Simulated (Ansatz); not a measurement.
An Ansatz (a quantum-chemistry and plane-wave program) run: Si with a change (biaxial strain +2.84 %, plane normal [111], relaxed out of plane); Ansatz, r2SCAN, PAW, cutoff 500 eV, without spin-orbit coupling.

Input:

Ansatz 0.2 input:
```yaml
crystal:
  lattice:
    - [3.9590416404, 0, 0]
    - [1.9795208202, 3.4286306352, 0]
    - [1.9795208202, -1.1428768784, 3.0986404501]
  atoms:
    - { symbol: Si, position: [0, 0.5, 0.5] }
    - { symbol: Si, position: [0.5, 0.75, 0.25] }
basis: { ecutwfc: 500, ecutrho_ratio: 4, xc_grid: 4, fft_grid_basis: typed }
kpoints: { mp_grid: { grid: [10, 10, 10] } }
hamiltonian:
  xc: r2scan
  dispersion: none
  pseudopotentials: { kind: paw }
scf: { occupations: { method: fermi_dirac, width: 0.05 } }
relax: { f_tol: 0.005, max_steps: 50, cell: { stress_tol: 0.01, fix: [a, b, gamma] } }
output: { forces: true, stress: true }
checkpoint: { write: state.ck, write_every: 1000 }
```

Output (explanatory and most iteration lines left out):

```
Relaxation: its limit of steps is 50 (relax.max_steps)
Pseudopotential: Si, paw, valence charge 4
Crystal: 2 atoms, lattice volume = 42.061 Å³
Basis set: ecut = 500 eV, 1049 PW (Γ), exchange–correlation on 120×120×120 points (64 copies of the dense FFT grid, shifted against one another)
Bands: 8, of which v1, the nominal top of the filled ones, is band 4 counted from 1 (3 counted from 0)
Symmetry: 12 space group operations
Space group: R-3m (ITA 166), of the structure as read, at distance tolerance 3.5e-5 Å
k-points: 116 of 1000
Functional: x = r2scan, c = r2scan; τ floored in thin density (d = 2e-4 eV/Å³)
SCF iter   1: F=—  HF=-1278.068935 eV  |F-HF|=—  |Δ(HF+E_count)|=         —  Δρ=3.12e-3  dr2=3.89e-3  dr2_τ=1.06e-2  ethr=1.77e-3  ⟨swp⟩=6.1  Hψ=8586  notcnv=0
SCF iter   2: F=—  HF=-1278.081396 eV  |F-HF|=—  |Δ(HF+E_count)|=   1.25e-2  Δρ=1.74e-3  dr2=9.69e-4  dr2_τ=4.53e-6  ethr=4.87e-5  ⟨swp⟩=2.1  Hψ=2776  notcnv=0
SCF 1 converged in 6 iterations: F = -1278.081312 eV  dr2 = 1.12e-9
relax step   1: F+E_penalty+E_count = -1278.08131152 eV  Δ(F+E_penalty+E_count) = +0.000e0 eV  max|allowed force component| = 4.435e-1 eV/Å  Δτ_max = 0.0000 Å  P = -3.485 GPa  Ω = 42.061 Å³  fix = [a, b, gamma]  reactions: a -6.312, b -6.312 GPa  (6 SCF iters, dr2 threshold 1.00e-7 eV, accepted)
[... steps on the carried basis left out ...]
relax step   4: F+E_penalty+E_count = -1278.08843452 eV  Δ(F+E_penalty+E_count) = -1.132e-6 eV  max|allowed force component| = 5.776e-5 eV/Å  Δτ_max = 0.0002 Å  P = -3.948 GPa  Ω = 42.202 Å³  energy of the carried Pulay correction = -6.648e-6 eV  fix = [a, b, gamma]  reactions: a -5.923, b -5.923 GPa  (4 SCF iters, dr2 threshold 2.56e-10 eV, accepted)
Crystal: 2 atoms, lattice volume = 42.202 Å³
SCF iter   1: F=—  HF=-1278.088440 eV  |F-HF|=—  |Δ(HF+E_count)|=         —  Δρ=1.69e-6  dr2=1.05e-10  dr2_τ=2.12e-10  ethr=1.03e-7  ⟨swp⟩=3.0  Hψ=11295  notcnv=0
SCF iter   2: F=—  HF=-1278.088441 eV  |F-HF|=—  |Δ(HF+E_count)|=   3.64e-7  Δρ=8.65e-7  dr2=2.86e-11  dr2_τ=8.98e-12  ethr=1.32e-12  ⟨swp⟩=3.4  Hψ=1842  notcnv=0
SCF 5 converged in 4 iterations: F = -1278.088441 eV  dr2 = 1.45e-13
SCF converged after 4 iterations
Free energy (F): -1278.088441 eV
Internal energy: -1278.088430 eV  (E = F + TS)
E sigma→0 (E₀):  -1278.088436 eV
Entropy (-TS):   -0.000011 eV (-0.005 meV/atom)
Fermi energy:    6.059677 eV
--- Forces (eV/Å), atoms counted from 1 ---
  atom   1  Si    -0.00000000    -0.00000000    -0.00005993
  atom   2  Si    -0.00000000     0.00000000     0.00005993
--- Stress (GPa, compression-positive) ---
       -5.923447       0.000000       0.000000
        0.000000      -5.923447       0.000000
        0.000000       0.000000       0.002430
  P = ⅓ Tr σ = -3.9482 GPa (-39.482 kbar)
--- Relaxed structure (4 steps of the walk, 4 accepted, 1 SCFs on fresh bases) ---
  cell:  # Å, volume = 42.2020 Å³
    - [3.959041640384518, -4.8731786671451484e-51, 7.3082823039216475e-34]
    - [1.979520820192259, 3.4286306352134086, 2.439072108330145e-17]
    - [1.979520820192259, -1.1428768784044694, 3.1090085316165514]
  atoms:
    - { symbol: Si, position: [0.003058584387602259, 0.49847070780619884, 0.49541212341859675] }
    - { symbol: Si, position: [0.496941415612398, 0.7515292921938008, 0.2545878765814031] }
```

No phonon test of stability was made. The cell was made from Si in the diamond structure (space group Fd-3m, No. 227) by this change: biaxial strain +2.84 %, plane normal [111], relaxed out of plane.
